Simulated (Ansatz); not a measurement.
**ZnO, response to strain**

Start from ZnO in the wurtzite structure (space group P6_3mc, No. 186; a = 3.230 Å, c = 5.214 Å). Axes: x lies along a and z along c of the hexagonal cell.

Strains are applied to the cell and any free atomic positions relax.

Calculations: PBEsol in Ansatz (plane waves to 420 eV, PAW, no SOC).

Notes on the quantities. pressure: mean of the normal stresses, compression positive.

```json
[
 {"variant": "base", "electron mass": "0.13 mₑ (at Γ)", "pressure": "0.00 GPa", "band gap": "0.70 eV", "volume per atom": "11.78 Å³"},
 {"variant": "uniaxial strain ε_zz = +0.60 %", "electron mass": "0.13 mₑ (at Γ)", "pressure": "-0.86 GPa", "band gap": "0.69 eV", "volume per atom": "11.85 Å³"},
 {"variant": "uniaxial strain ε_zz = +1.20 %", "electron mass": "0.13 mₑ (at Γ)", "pressure": "-1.70 GPa", "band gap": "0.67 eV", "volume per atom": "11.92 Å³"},
 {"variant": "uniaxial strain ε_zz = +1.80 %", "electron mass": "0.13 mₑ (at Γ)", "pressure": "-2.51 GPa", "band gap": "0.65 eV", "volume per atom": "11.99 Å³"},
 {"variant": "uniaxial strain ε_zz = +2.40 %", "electron mass": "0.12 mₑ (at Γ)", "pressure": "-3.31 GPa", "band gap": "0.64 eV", "volume per atom": "12.06 Å³"},
 {"variant": "uniaxial strain ε_zz = +3.00 %", "electron mass": "0.12 mₑ (at Γ)", "pressure": "-4.09 GPa", "band gap": "0.62 eV", "volume per atom": "12.13 Å³"}
]
```

Effective masses come from finite differences of ±0.01 Å⁻¹. Whether these cells are dynamically stable was not tested.

Ansatz is a program for electronic structure.
